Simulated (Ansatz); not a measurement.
## TlPt (space group P6/mmm, No. 191)

```cif
data_Pt3Tl3
_chemical_formula_sum 'Tl3 Pt3'
_space_group_name_H-M_alt 'P6/mmm'
_space_group_IT_number 191
_space_group_name_Hall '-P 6 2'
_cell_length_a 6.27467
_cell_length_b 6.27467
_cell_length_c 4.05305
_cell_angle_alpha 90.000
_cell_angle_beta 90.000
_cell_angle_gamma 120.000
loop_
_atom_site_label
_atom_site_type_symbol
_atom_site_symmetry_multiplicity
_atom_site_Wyckoff_symbol
_atom_site_fract_x
_atom_site_fract_y
_atom_site_fract_z
_atom_site_occupancy
Tl1 Tl 3 f 0.00000 0.50000 0.00000 1
Pt1 Pt 1 a 0.00000 0.00000 0.00000 1
Pt2 Pt 2 d 0.33333 0.66667 0.50000 1
```

All numbers come from PBEsol, PAW, 420 eV (Ansatz, an electronic-structure program; spin-orbit coupling left out). Γ-centred 9×9×12 mesh, Fermi–Dirac width 0.05 eV.

* **Volume per atom**: 23.03 Å³
* **Density**: 14.40 g/cm³
* **Band gap**: zero
* **Total energy**: -11839.155 eV/atom (σ→0; compares only within this code and set-up)

No phonon test of stability was made. All final runs are without spin polarisation.
